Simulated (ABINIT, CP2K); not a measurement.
An ABINIT input for a self-consistent single point of ZrRh₃ (Pm-3m, 4 atoms in the cell) (DFT, LDA (PW92), plane waves, PAW (JTH v2.0 LDA PAW)):

```
# ZrRh3, JTH v2.0 LDA PAW
pp_dirpath "./"
pseudos "Zr.LDA_PW-JTH.xml, Rh.LDA_PW-JTH.xml"
acell 3*1.0
rprim
         7.2857030132    0.0000000000    0.0000000000
         0.0000000000    7.2857030132    0.0000000000
         0.0000000000    0.0000000000    7.2857030132
natom 4
ntypat 2
znucl 40 45
typat 1 2 2 2
xcart
         0.0000000000    0.0000000000    0.0000000000
         3.6428515066    3.6428515066    0.0000000000
         0.0000000000    3.6428515066    3.6428515066
         3.6428515066    0.0000000000    3.6428515066
ecut 21
pawecutdg 42
pawxcdev 0
ixc 7
occopt 3
tsmear 0.00183747
nband 41
kptopt 1
ngkpt 6 6 6
nshiftk 1
shiftk 0 0 0
nstep 80
tolvrs 1.0e-12
prtwf 0
prtden 0
prtvol 1
enunit 2
```

Question: Give the CP2K input for the same structure, mesh, smearing and functional.

Answer: One input that does it (others would too):

```
&GLOBAL
  PROJECT calc
  RUN_TYPE ENERGY_FORCE
  PRINT_LEVEL LOW
&END GLOBAL
&FORCE_EVAL
  METHOD Quickstep
  STRESS_TENSOR ANALYTICAL
  &DFT
    BASIS_SET_FILE_NAME BASIS_MOLOPT
    POTENTIAL_FILE_NAME GTH_POTENTIALS
    &QS
      METHOD GPW
      EPS_DEFAULT 1E-10
    &END QS
    &MGRID
      CUTOFF 500
      REL_CUTOFF 50
      NGRIDS 5
    &END MGRID
    &SCF
      SCF_GUESS ATOMIC
      EPS_SCF 1E-6
      MAX_SCF 100
      ADDED_MOS 11
      &DIAGONALIZATION
        ALGORITHM STANDARD
      &END DIAGONALIZATION
      &MIXING
        METHOD BROYDEN_MIXING
        ALPHA 0.2
        NBUFFER 8
      &END MIXING
      &SMEAR ON
        METHOD FERMI_DIRAC
        ELECTRONIC_TEMPERATURE [K] 580.23
      &END SMEAR
    &END SCF
    &KPOINTS
      SCHEME MONKHORST-PACK 6 6 6
      GAMMA_CENTERED T
    &END KPOINTS
    &XC
      &XC_FUNCTIONAL PADE
      &END XC_FUNCTIONAL
    &END XC
    &PRINT
      &MO
        EIGENVALUES T
        OCCUPATION_NUMBERS T
        NDIGITS 8
        FILENAME mo
        &EACH
          QS_SCF 0
        &END EACH
        ADD_LAST NUMERIC
      &END MO
      &MULLIKEN OFF
      &END MULLIKEN
    &END PRINT
  &END DFT
  &SUBSYS
    &CELL
      A 3.85542800 0.00000000 0.00000000
      B 0.00000000 3.85542800 0.00000000
      C 0.00000000 0.00000000 3.85542800
      PERIODIC XYZ
    &END CELL
    &COORD
      Zr       0.00000000     0.00000000     0.00000000
      Rh       1.92771400     1.92771400     0.00000000
      Rh       0.00000000     1.92771400     1.92771400
      Rh       1.92771400     0.00000000     1.92771400
    &END COORD
    &KIND Zr
      BASIS_SET DZVP-MOLOPT-SR-GTH-q12
      POTENTIAL GTH-PADE-q12
    &END KIND
    &KIND Rh
      BASIS_SET DZVP-MOLOPT-SR-GTH-q17
      POTENTIAL GTH-PADE-q17
    &END KIND
  &END SUBSYS
  &PRINT
    &FORCES ON
    &END FORCES
    &STRESS_TENSOR ON
    &END STRESS_TENSOR
  &END PRINT
&END FORCE_EVAL
```

Basis settings and potentials, where a program has them, do not carry over. This input uses DFT LDA (Pade form), GPW, DZVP-MOLOPT-SR-GTH basis, GTH-PADE potentials (GTH_POTENTIALS). LDA parametrisations can differ slightly between programs. Both were run: pressure 3.97 GPa in ABINIT and 2.60 in CP2K.

On CP2K: the starting cell comes from a database of computed structures (which also holds hypothetical and non-ambient phases and stackings), without a prior relaxation at this level. For this run, on top of that: lattice scaled by 0.98. Spin polarisation is off. Values carry the incompleteness of an atom-centred basis.

On ABINIT: the starting cell comes from a database of computed structures (which also holds hypothetical and non-ambient phases and stackings), without a prior relaxation at this level. For this run, on top of that: lattice scaled by 0.98. Spin polarisation is off. With a pressure of about 4 GPa the cell is away from its equilibrium volume at this level.
